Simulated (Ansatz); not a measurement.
Base system: Au in the fcc (Cu type) structure (space group Fm-3m, No. 225; a = 4.083 Å).

Computed with PBEsol (Ansatz, a program for electronic structure; PAW; 420 eV plane waves; no spin-orbit coupling), earlier PAW set.

For the base:

The lattice parameter a is 4.083 Å.

Perturbation: full substitution Au → H, then cell and atoms are relaxed.

Tabulated Pauling electronegativity and covalent radius: Au 2.54, 1.36 Å; H 2.20, 0.31 Å.

Problem. What happens to the lattice parameter a?

Solution. The lattice parameter a shrinks by 1.8158 Å to 2.268 Å.

No phonon test of stability was made.
